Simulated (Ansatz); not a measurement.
AlN, response to strain

The parent structure is AlN in the wurtzite structure (space group P6_3mc, No. 186; a = 3.089 Å, c = 4.943 Å). Axes: x lies along a and z along c of the hexagonal cell.

Strains are applied to the cell and any free atomic positions relax.

Level of theory: LDA (Ansatz, an electronic-structure program), without spin-orbit coupling.

Notes on the quantities. energy relative to the base: free energy F; pressure: mean of the normal stresses, compression positive.

```csv
variant,energy relative to the base,band gap,shortest interatomic distance,pressure
base,0 meV/atom,4.42 eV,1.876 Å,-0.1 kbar
tensor shear ε_xz = +1.33 %,+2.6 meV/atom,4.38 eV,1.872 Å,0.0 kbar
tensor shear ε_xz = +1.00 %,___,___,___,0.0 kbar
tensor shear ε_xz = +0.33 %,+0.2 meV/atom,4.41 eV,1.875 Å,-0.1 kbar
tensor shear ε_xz = +2.00 %,+5.9 meV/atom,4.34 eV,1.870 Å,0.2 kbar
tensor shear ε_xz = +1.67 %,+4.1 meV/atom,4.36 eV,1.870 Å,0.1 kbar
tensor shear ε_xz = +0.67 %,+0.7 meV/atom,4.41 eV,1.874 Å,0.0 kbar
```

Task: Complete the table.

Result: 
- tensor shear ε_xz = +1.00 %, energy relative to the base: +1.5 meV/atom
- tensor shear ε_xz = +1.00 %, band gap: 4.40 eV
- tensor shear ε_xz = +1.00 %, shortest interatomic distance: 1.873 Å

Stability against distortions was not tested.
